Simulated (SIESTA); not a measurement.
Several settings converged on a (111) slab of VW (cut from a parent of space group no. 65; 6 atoms in the cell)

```
CELL_PARAMETERS angstrom
      2.71778     0.00000     0.00000
      1.77432     4.99239     0.00000
      0.00000     0.00000    18.38319
ATOMIC_POSITIONS crystal
  V  0.06922 0.95744 0.38078
  V  0.58652 0.69680 0.50000
  V  0.10383 0.43616 0.61922
  W  0.06922 0.45744 0.38078
  W  0.58652 0.19680 0.50000
  W  0.10383 0.93616 0.61922
```

Base method: GGA PBEsol, numerical atomic orbitals DZP, PseudoDojo PBEsol standard norm-conserving potentials (rewritten from UPF to PSML) (SIESTA).

Base settings: XC.functional = GGA; XC.authors = PBEsol; potentials = PseudoDojo PBEsol standard; PAO.BasisSize = DZP; PAO.EnergyShift = 0.01 Ry; MeshCutoff = 400 Ry; kgrid.MonkhorstPack = 6 3 1; OccupationFunction = MP; OccupationMPOrder = 0; ElectronicTemperature = 100 meV.

**The vacuum**

The mesh stays at the base's, so the ladder's end is converged at best in this setting alone.

Only quantities that move along the ladder and can be compared are tabulated; forces are left out, as grid noise moves with the cell.

| vacuum between outermost atoms (Å) | free energy less the last step's (meV/atom) |
|---|---|
| 3.0 | -556.75 |
| 5.0 | -53.65 |
| 7.0 | -0.04 |
| 10.0 | 0.01 |
| 14.0 | 0.02 |
| 30.0 | 0.00 |

Smallest vacuum between outermost atoms (Å) that holds the free energy within 2 meV/atom of the last step, with all finer ones: 7.0; the step before is off by 54 meV/atom.

**The k-point mesh**

Only quantities that move along the ladder and can be compared are tabulated.

| kgrid.MonkhorstPack | free energy less the last step's (meV/atom) | largest difference of a force vector from the last step's (eV/Å) |
|---|---|---|
| 3 2 1 | 30.53 | 0.131 |
| 4 3 1 | 19.04 | 0.072 |
| 6 3 1 | -4.50 | 0.071 |
| 7 4 1 | 6.13 | 0.026 |
| 9 5 1 | -1.85 | 0.030 |
| 33 17 1 | 0.00 | 0.000 |

Coarsest kgrid.MonkhorstPack that holds the free energy within 5 meV/atom of the last step, with all finer ones: 9 5 1; the step before is off by 6.1 meV/atom.

Coarsest kgrid.MonkhorstPack that holds the forces within 0.02 eV/Å: not settled: the last two steps still differ by 0.030 eV/Å, over half the tolerance, so the ladder does not show it.

**The cutoff of the real-space grid**

The mesh stays at the base's, so the ladder's end is converged at best in this setting alone.

Only quantities that move along the ladder and can be compared are tabulated.

| MeshCutoff | free energy less the last step's (meV/atom) | largest difference of a force vector from the last step's (eV/Å) |
|---|---|---|
| 200 Ry (209 Ry used) | -1.33 | 0.011 |
| 240 Ry (243 Ry used) | -1.09 | 0.012 |
| 280 Ry (301 Ry used) | -0.53 | 0.005 |
| 400 Ry (432 Ry used) | -0.22 | 0.005 |
| 480 Ry (511 Ry used) | -0.12 | 0.004 |
| 800 Ry (837 Ry used) | 0.00 | 0.000 |

Coarsest MeshCutoff that holds the free energy within 1 meV/atom of the last step, with all finer ones: 280 Ry (301 Ry used); the step before is off by 1.1 meV/atom.

On the base run: the starting cell comes from a database of computed structures (which also holds hypothetical and non-ambient phases and stackings), without a prior relaxation at this level. The slab is cut from that crystal, and its faces are unrelaxed. Its lattice was rescaled by up to half a per cent. Spin polarisation is off. Values carry the incompleteness of an atom-centred basis. Without a gap this mesh is coarse (it stands for a supercell whose shortest in-plane vector is 16 Å).
